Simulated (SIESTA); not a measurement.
SIESTA run on Ni2Ge (P1, 6 atoms in the cell): self-consistent single point.

Level of theory: GGA PBEsol, numerical atomic orbitals DZP, PseudoDojo PBEsol standard norm-conserving potentials (rewritten from UPF to PSML) run with SIESTA.

The change in words: atoms moved at random. Reference geometry:
```
Ni2Ge
1.0
    3.97981     0.00000     0.00000
   -1.98991     3.44662     0.00000
    0.00000     0.00000     5.02388
Ni Ge
4 2
Direct
  0.66667   0.33333   0.25000
  0.33333   0.66667   0.75000
  0.00000   0.00000   0.00000
  0.00000   0.00000   0.50000
  0.66667   0.33333   0.75000
  0.33333   0.66667   0.25000
```

Reference input (self-consistent single point, DFT, GGA PBEsol, numerical atomic orbitals DZP, PseudoDojo PBEsol standard norm-conserving potentials (rewritten from UPF to PSML)): XC.functional = GGA; XC.authors = PBEsol; potentials = PseudoDojo PBEsol standard; PAO.BasisSize = DZP; PAO.EnergyShift = 0.005 Ry; MeshCutoff = 400 Ry; kgrid.MonkhorstPack = 9 9 6; OccupationFunction = MP; OccupationMPOrder = 0; ElectronicTemperature = 272 meV; MaxSCFIterations = 150; SCF.Mixer.Method = Pulay. This run's input differs from it in these lines:

```diff
@@ -18,8 +18,8 @@
 %block AtomicCoordinatesAndAtomicSpecies
-     0.666667000    0.333333000    0.250000000  1
-     0.333333000    0.666667000    0.750000000  1
-     0.000000000    0.000000000    0.000000000  1
-     0.000000000    0.000000000    0.500000000  1
-     0.666667000    0.333333000    0.750000000  2
-     0.333333000    0.666667000    0.250000000  2
+     0.660792000    0.327660000    0.253864000  1
+     0.330639000    0.662253000    0.749893000  1
+    -0.002950000    0.004277000   -0.002593000  1
+    -0.001441000   -0.006309000    0.500386000  1
+     0.683147000    0.343085000    0.744012000  2
+     0.329812000    0.669035000    0.254437000  2
 %endblock AtomicCoordinatesAndAtomicSpecies
```

The program printed (abridged):

```
        iscf     Eharris(eV)        E_KS(eV)     FreeEng(eV)     dDmax    Ef(eV) dHmax(eV)
   scf:    1   -23052.619107   -23091.599561   -23091.759643  2.064462 -3.124278 11.862581
   scf:    2   -23099.569049   -23099.341068   -23099.462066  0.588533 -4.391184  4.000826
   scf:    3   -23095.419760   -23099.056761   -23099.182369  0.090026 -4.362383  4.688891
   scf:    4   -23100.253861   -23100.203581   -23100.327790  0.051101 -4.455579  1.533108
   scf:    5   -23100.197082   -23100.232469   -23100.360182  0.042851 -4.484345  1.109045
   [... 3 lines left out ...]
   scf:    9   -23100.270298   -23100.272499   -23100.401222  0.009552 -4.494498  0.097368
   scf:   10   -23100.273433   -23100.273071   -23100.401589  0.002492 -4.499763  0.015729
   scf:   11   -23100.273188   -23100.273134   -23100.401602  0.000486 -4.501097  0.001152
   scf:   12   -23100.273136   -23100.273135   -23100.401602  0.000072 -4.501132  0.000787
SCF Convergence by DM+H criterion
max |DM_out - DM_in|         :     0.0000720539
max |H_out - H_in|      (eV) :     0.0007872575
SCF cycle converged after 12 iterations

Using DM_out to compute the final energy and forces

siesta: E_KS(eV) =           -23100.2731

siesta: E_KS - E_eggbox =    -23100.2731

siesta: Atomic forces (eV/Ang):
     1   -0.061986    0.304284   -0.295665
     2    0.580360    0.544166    0.130527
     3    0.101303   -0.033240    0.152232
     4   -0.032164    0.101605   -0.065191
     5   -0.745743   -0.599874    0.325814
     6    0.161770   -0.311911   -0.244118
   Tot    0.003540    0.005031    0.003598
   Max    0.745743
   Res    0.340682    sqrt( Sum f_i^2 / 3N )
   Max    0.745743    constrained

   [... lines left out ...]
siesta: FreeEng =    -23100.401602
siesta: Cell volume =         68.911963 Ang**3
siesta:          21.97597567         27.04492519  kBar
   [... lines left out ...]
              2.007   2.010   2.002   2.010   2.007   0.214   0.097   0.180

              0.091   0.212

mulliken: Qtot =      100.000

Mulliken Atomic Populations:
Atom #   charge [q] valence [e]  Species
     1     0.662533   17.337467  Ni
     2     0.663894   17.336106  Ni
     3     0.555438   17.444562  Ni
     4     0.549178   17.450822  Ni
     5    -1.217329   15.217329  Ge
     6    -1.213713   15.213713  Ge
 Total     0.000000
```

The run converged in 12 iterations. Against the reference run the free energy rises by 8.6 meV/atom, the pressure goes from 1.51 to 2.20 GPa and the largest force goes from 0.000 to 1.011 eV/Å.

The starting cell comes from a database of computed structures (which also holds hypothetical and non-ambient phases and stackings), without a prior relaxation at this level. For this run, on top of that: atoms moved at random. Spin polarisation is off. Values carry the incompleteness of an atom-centred basis. Forces in this geometry exceed 1 eV/Å.

Cost on one core of a shared machine: roughly 2 min.
